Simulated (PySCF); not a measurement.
PySCF 2.14.0, MP2 (frozen core)/cc-pvdz: C[C@@H](CC=O)[SiH2]O[SiH3], 20 atoms. The geometry is a generated start, not checked to be a minimum at this level.

```yaml
task: mp2
basis: cc-pvdz
two_electron_scheme: exact four-centre integrals
frozen_core: true
mf.init_guess: minao (default)
mf.DIIS: CDIIS (default)
mf.diis_space: 8 (default)
mf.conv_tol: 1e-09 (default)
basis functions (reference run): 180
```

On 4 threads, 1 BLAS thread. Build: conda-forge: OpenMP (GNU), OpenBLAS with its own threads, libcint, Libxc. One run each, on a shared machine, so no times are given.

Values of mol.max_memory tried: 8000 MB, 4000 MB, 2000 MB, 1000 MB, 500 MB, 300 MB, 200 MB.

What happens as the memory setting falls?

It runs down to 200 MB, the lowest tried, with the same result. At 8000 MB: SCF integrals in memory, transformation in memory. From 1000 MB down: direct SCF, transformation through a file.

| mol.max_memory | path | peak memory |
|---|---|---|
| 8000 MB | SCF integrals in memory, transformation in memory | 1.6 GiB |
| 4000 MB | SCF integrals in memory, transformation in memory | 1.6 GiB |
| 2000 MB | SCF integrals in memory, transformation in memory | 1.6 GiB |
| 1000 MB | direct SCF, transformation through a file | 1.2 GiB |
| 500 MB | direct SCF, transformation through a file | 1.2 GiB |
| 300 MB | direct SCF, transformation through a file | 1.2 GiB |
| 200 MB | direct SCF, transformation through a file | 1.2 GiB |

Peak memory is the kernel's count for the largest process, libraries included and scratch files not. The peak passes the setting at 1000 MB, 500 MB, 300 MB, 200 MB: it is no hard cap. MP2's transformation through a file may take 2000 MB even at lower settings.
